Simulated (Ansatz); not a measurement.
We consider Ti5Te4 (I4/m, No. 87), described by PBEsol-D3(BJ) (plane waves, PAW; Ansatz, an electronic-structure program).

Input:

Ansatz 0.2 input:
```yaml
crystal:
  lattice:
    - [-5.0179806961, 5.0179806961, 1.8125738363]
    - [5.0179806961, -5.0179806961, 1.8125738363]
    - [5.0179806961, 5.0179806961, -1.8125738363]
  atoms:
    - { symbol: Ti, position: [0.0, 0.0, 0.0] }
    - { symbol: Ti, position: [0.3717873104, 0.6877128648, 0.0595001751] }
    - { symbol: Ti, position: [0.6282126896, 0.3122871352, 0.9404998249] }
    - { symbol: Ti, position: [0.3122871352, 0.3717873104, 0.6840744456] }
    - { symbol: Ti, position: [0.6877128648, 0.6282126896, 0.3159255544] }
    - { symbol: Te, position: [0.285398406, 0.9466604392, 0.2320588452] }
    - { symbol: Te, position: [0.714601594, 0.0533395608, 0.7679411548] }
    - { symbol: Te, position: [0.0533395608, 0.285398406, 0.3387379668] }
    - { symbol: Te, position: [0.9466604392, 0.714601594, 0.6612620332] }
basis:
  ecutwfc: 520
  ecutrho_ratio: 4
  xc_grid: 2
kpoints:
  mp_grid: { grid: [16, 16, 16] }
hamiltonian:
  xc: pbesol
  dispersion: d3bj
  pseudopotentials: { kind: paw }
scf:
  occupations: { method: fermi_dirac, width: 0.05 }
output:
  forces: true
  stress: true
  eigenvalues: true
relax:
  f_tol: 0.004
  escape_saddle: false
  max_steps: 80
  cell: { stress_tol: 0.02, fix: [volume] }
```

Output (set-up and result lines):

```
Relaxation: its limit of steps is 80 (relax.max_steps)
Crystal: 9 atoms, lattice volume = 182.563 Å³
Basis set: ecut = 520 eV, 4927 PW (Γ), FFT grids on a1+a2, a2, a3, exchange–correlation on 54×120×120 points (8 copies of the dense FFT grid, shifted against one another)
Bands: 75, of which v1, the nominal top of the filled ones, is band 62 counted from 1 (61 counted from 0)
Symmetry: 8 space group operations
Space group: I4/m (ITA 87), of the structure as read, at distance tolerance 5.7e-5 Å
k-points: 554 of 4096
Functional: x = pbesol(κ = 0.804, μ = 0.12345679012345678), c = pbesol(β = 0.046)
SCF iter   1: F=—  HF=-39987.584357 eV  |F-HF|=—  |Δ(HF+E_count)|=         —  Δρ=6.31e-3  dr2=6.65e-2
SCF iter   2: F=—  HF=-39987.567758 eV  |F-HF|=—  |Δ(HF+E_count)|=   1.66e-2  Δρ=2.54e-3  dr2=9.39e-3
  ...
SCF 1 converged in 8 iterations: F = -39987.566135 eV  dr2 = 2.38e-8
Crystal: 9 atoms, lattice volume = 182.563 Å³
Basis set: ecut = 520 eV, 4959 PW (Γ), FFT grids on a1+a2, a2, a3, exchange–correlation on 54×120×120 points (8 copies of the dense FFT grid, shifted against one another)
Initial density: handed on by an earlier stage of this run
  ...
SCF 3 converged in 12 iterations: F = -39987.585731 eV  dr2 = 2.77e-12
Crystal: 9 atoms, lattice volume = 182.563 Å³
SCF 4 converged in 6 iterations: F = -39987.585745 eV  dr2 = 8.25e-11
Crystal: 9 atoms, lattice volume = 182.563 Å³
Basis set: ecut = 520 eV, 4943 PW (Γ), FFT grids on a1+a2, a2, a3, exchange–correlation on 60×120×120 points (8 copies of the dense FFT grid, shifted against one another)
SCF iter   4: F=—  HF=-39987.585746 eV  |F-HF|=—  |Δ(HF+E_count)|=  2.62e-10  Δρ=2.19e-7  dr2=8.47e-11
SCF iter   5: F=-39987.585746 eV  HF=-39987.585746 eV  |F-HF|=1.46e-11  |Δ(HF+E_count)|=  1.46e-11  Δρ=5.47e-8  dr2=9.72e-12
SCF 5 converged in 5 iterations: F = -39987.585746 eV  dr2 = 9.72e-12
SCF converged after 5 iterations
Free energy (F): -39987.585746 eV
Internal energy: -39987.531478 eV  (E = F + TS)
E sigma→0 (E₀):  -39987.558612 eV
Fermi energy:    13.794373 eV
--- Forces (eV/Å), atoms counted from 1 ---
  atom   1  Ti     0.00000000     0.00000000    -0.00000000
  atom   2  Ti     0.00060919    -0.00158188     0.00000000
  atom   3  Ti    -0.00060919     0.00158188     0.00000000
  atom   4  Ti    -0.00158188    -0.00060919    -0.00000000
  atom   5  Ti     0.00158188     0.00060919     0.00000000
  atom   6  Te     0.00028316    -0.00131144     0.00000000
  atom   7  Te    -0.00028316     0.00131144    -0.00000000
  atom   8  Te    -0.00131144    -0.00028316    -0.00000000
  atom   9  Te     0.00131144     0.00028316     0.00000000
--- Stress (GPa, compression-positive) ---
       -3.286252      -0.000000       0.000000
        0.000000      -3.286252       0.000000
        0.000000       0.000000      -3.289643
  P = ⅓ Tr σ = -3.2874 GPa (-32.874 kbar)
```

The cell is one volume of an energy–volume scan, off the minimum.

The PAW data were made under PBE.

Note: the volume lies 6 % below that of the published cell.
